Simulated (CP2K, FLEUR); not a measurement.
A FLEUR input for a self-consistent single point of PbS2 (I4/mcm, 6 atoms in the cell) (DFT, LDA (Vosko-Wilk-Nusair), all-electron FLAPW (FLEUR), scalar-relativistic valence):

Input of the input generator:

```
PbS2 FLAPW
&input film=f /
-0.5338808842 0.5338808842 0.6556999337
0.5338808842 -0.5338808842 0.6556999337
0.5338808842 0.5338808842 -0.6556999337
10.6664718564
1.0 1.0 1.0

6
82 0.7500000000 0.7500000000 -0.0000000000
82 0.2500000000 0.2500000000 -0.0000000000
16 0.1190300000 0.6190300000 0.7380600000
16 0.8809700000 0.3809700000 0.2619400000
16 0.6190300000 0.8809700000 0.5000000000
16 0.3809700000 0.1190300000 0.5000000000

&comp jspins=1 /
&exco xctyp='vwn' /
&kpt div1=4 div2=4 div3=4 gamma=t /
&end /
```

```xml
<?xml version="1.0" encoding="UTF-8" standalone="no"?>
<fleurInput fleurInputVersion="0.39">
   <comment>
      PbS2 FLAPW                                                                                          
   </comment>
   <calculationSetup>
      <cutoffs Kmax="4.4" Gmax="13.2" GmaxXC="13.2" numbands="0"/>
      <scfLoop itmax="60" minDistance="0.00001" maxIterBroyd="15" imix="Anderson" alpha="0.05" precondParam="0.0" spinf="2.0"/>
      <coreElectrons ctail="T" frcor="F" kcrel="0" coretail_lmax="0"/>
      <xcFunctional name="vwn" relativisticCorrections="F"/>
      <magnetism jspins="1"/>
      <soc l_soc="F" theta="0.0" phi="0.0" spav="F"/>
      <expertModes spex="0" secvar="F"/>
      <geometryOptimization l_f="T" forcealpha="1.0" forcemix="BFGS" epsdisp="0.00001" epsforce="0.00001"/>
      <ldaU l_linMix="F" mixParam="0.05" spinf="1.0"/>
   </calculationSetup>
   <cell>
      <bzIntegration valenceElectrons="52.0" mode="hist" fermiSmearingEnergy="0.00183747">
         <kPointListSelection listName="default-1"/>
         <!-- k-points included here -->
         <xi:include xmlns:xi="http://www.w3.org/2001/XInclude" href="kpts.xml"> </xi:include>
      </bzIntegration>
      <!-- symmetry operations included here -->
      <xi:include xmlns:xi="http://www.w3.org/2001/XInclude" href="sym.xml"> </xi:include>
      <bulkLattice scale="1.0">
         <bravaisMatrix>
            <row-1>   -5.6946254259892477     5.6946254259892477     6.9940048890543958</row-1>
            <row-2>    5.6946254259892477    -5.6946254259892477     6.9940048890543958</row-2>
            <row-3>    5.6946254259892477     5.6946254259892477    -6.9940048890543958</row-3>
         </bravaisMatrix>
      </bulkLattice>
   </cell>
   <atomSpecies>
      <species name="Lead (Pb)" element="Pb" atomicNumber="82">
         <mtSphere radius="2.68" gridPoints="925" logIncrement="0.015"/>
         <atomicCutoffs lmax="10" lnonsphr="8"/>
         <electronConfig flipSpins="F">
            <coreConfig>(1s1/2) (2s1/2) (2p1/2) (2p3/2) (3s1/2) (3p1/2) (3p3/2) (4s1/2) (3d3/2) (3d5/2) (4p1/2) (4p3/2) (5s1/2) (4d3/2) (4d5/2) (4f5/2) (4f7/2) (5p1/2) (5p3/2)</coreConfig>
            <valenceConfig>(6s1/2) (5d3/2) (5d5/2) (6p1/2) (6p3/2)</valenceConfig>
            <stateOccupation state="(6p1/2)" spinUp="0.3333333333333" spinDown="0.3333333333333"/>
            <stateOccupation state="(6p3/2)" spinUp="0.6666666666667" spinDown="0.6666666666667"/>
         </electronConfig>
         <energyParameters s="6" p="6" d="6" f="5"/>
         <lo type="SCLO" l="2" n="5" eDeriv="0"/>
      </species>
      <species name="Sulfur (S)" element="S" atomicNumber="16">
         <mtSphere radius="1.83" gridPoints="631" logIncrement="0.018"/>
         <atomicCutoffs lmax="8" lnonsphr="6"/>
         <electronConfig flipSpins="F">
            <coreConfig>(1s1/2) (2s1/2) (2p1/2) (2p3/2)</coreConfig>
            <valenceConfig>(3s1/2) (3p1/2) (3p3/2)</valenceConfig>
            <stateOccupation state="(3p1/2)" spinUp="0.6666666666667" spinDown="0.6666666666667"/>
            <stateOccupation state="(3p3/2)" spinUp="1.3333333333333" spinDown="1.3333333333333"/>
         </electronConfig>
         <energyParameters s="3" p="3" d="3" f="4"/>
      </species>
   </atomSpecies>
   <atomGroups>
      <atomGroup species="Lead (Pb)">
         <relPos label="                   1">-1.000/4.000 -1.000/4.000 .0000000000</relPos>
         <relPos label="                   2">1.000/4.000 1.000/4.000 .0000000000</relPos>
         <force calculate="T" relaxXYZ="TTT"/>
      </atomGroup>
      <atomGroup species="Sulfur (S)">
         <relPos label="                   3">.1190300000 -.3809700000 -.2619400000</relPos>
         <relPos label="                   4">-.1190300000 .3809700000 .2619400000</relPos>
         <relPos label="                   5">-.3809700000 -.1190300000 1.000/2.000</relPos>
         <relPos label="                   6">.3809700000 .1190300000 1.000/2.000</relPos>
         <force calculate="T" relaxXYZ="TTT"/>
      </atomGroup>
   </atomGroups>
   <output dos="F" band="F" slice="F">
      <checks vchk="F" cdinf="F"/>
      <bandDOS minEnergy="-.5*Htr" maxEnergy="0.5*Htr" sigma="0.015" storeEVData="T"/>
      <vacuumDOS vacdos="F" integ="F" star="F" nstars="0" locx1="0.0" locy1="0.0" locx2="0.0" locy2="0.0" nstm="0" tworkf="0.0"/>
      <unfoldingBand unfoldBand="F" supercellX="1" supercellY="1" supercellZ="1"/>
      <plotting iplot="0" polar="F">
         <plot TwoD="T" vec1="  1.0  0.0  0.0" vec2="  0.0  1.0  0.0" vec3="  0.0  0.0  1.0" zero="  0.0  0.0  0.0" file="plot"/>
      </plotting>
      <chargeDensitySlicing numkpt="0" minEigenval="0.0" maxEigenval="0.0" nnne="0" pallst="F"/>
      <specialOutput eonly="F"/>
      <magneticCircularDichroism mcd="F" energyLo="-10.0" energyUp="0.0"/>
   </output>
  <!-- We include the file relax.xml here to enable relaxations (see documentation) -->
  <xi:include xmlns:xi="http://www.w3.org/2001/XInclude" href="relax.xml"> <xi:fallback/> </xi:include>
</fleurInput>
```

Problem. Write the same calculation as an input for CP2K.

Solution. This is the input that was run; spellings and numerical settings could be chosen otherwise.

```
&GLOBAL
  PROJECT pbs2
  RUN_TYPE ENERGY_FORCE
  PRINT_LEVEL LOW
&END GLOBAL
&FORCE_EVAL
  METHOD Quickstep
  STRESS_TENSOR ANALYTICAL
  &DFT
    BASIS_SET_FILE_NAME BASIS_MOLOPT
    POTENTIAL_FILE_NAME GTH_POTENTIALS
    &QS
      METHOD GPW
      EPS_DEFAULT 1E-10
    &END QS
    &MGRID
      CUTOFF 400
      REL_CUTOFF 50
      NGRIDS 4
    &END MGRID
    &SCF
      SCF_GUESS ATOMIC
      EPS_SCF 1E-6
      MAX_SCF 100
      ADDED_MOS 6
      &DIAGONALIZATION
        ALGORITHM STANDARD
      &END DIAGONALIZATION
      &MIXING
        METHOD BROYDEN_MIXING
        ALPHA 0.4
        NBUFFER 8
      &END MIXING
      &SMEAR ON
        METHOD FERMI_DIRAC
        ELECTRONIC_TEMPERATURE [K] 580.23
      &END SMEAR
    &END SCF
    &KPOINTS
      SCHEME MONKHORST-PACK 4 4 4
      GAMMA_CENTERED T
    &END KPOINTS
    &XC
      &XC_FUNCTIONAL PADE
      &END XC_FUNCTIONAL
    &END XC
    &PRINT
      &MO
        EIGENVALUES T
        OCCUPATION_NUMBERS T
        NDIGITS 8
        FILENAME mo
        &EACH
          QS_SCF 0
        &END EACH
        ADD_LAST NUMERIC
      &END MO
      &MULLIKEN OFF
      &END MULLIKEN
    &END PRINT
  &END DFT
  &SUBSYS
    &CELL
      A 5.64445400 0.00000000 0.00000000
      B -0.79087400 5.58877200 0.00000000
      C -2.42679000 -2.79438600 4.26168400
      PERIODIC XYZ
    &END CELL
    &COORD
      SCALED
      Pb       0.75000000     0.75000000     0.00000000
      Pb       0.25000000     0.25000000     0.00000000
      S        0.11903000     0.61903000     0.73806000
      S        0.88097000     0.38097000     0.26194000
      S        0.61903000     0.88097000     0.50000000
      S        0.38097000     0.11903000     0.50000000
    &END COORD
    &KIND Pb
      BASIS_SET DZVP-MOLOPT-SR-GTH-q4
      POTENTIAL GTH-PADE-q4
    &END KIND
    &KIND S
      BASIS_SET DZVP-MOLOPT-SR-GTH-q6
      POTENTIAL GTH-PADE-q6
    &END KIND
  &END SUBSYS
  &PRINT
    &FORCES ON
    &END FORCES
    &STRESS_TENSOR ON
    &END STRESS_TENSOR
  &END PRINT
&END FORCE_EVAL
```

Basis, cutoffs, solver keys and any potentials are the target program's own. This input uses DFT LDA (Pade form), GPW, DZVP-MOLOPT-SR-GTH basis, GTH-PADE potentials (GTH_POTENTIALS). LDA parametrisations can differ slightly between programs.

The starting cell comes from a database of computed structures (which also holds hypothetical and non-ambient phases and stackings), without a prior relaxation at this level. For this run, on top of that: lattice scaled by 0.98.
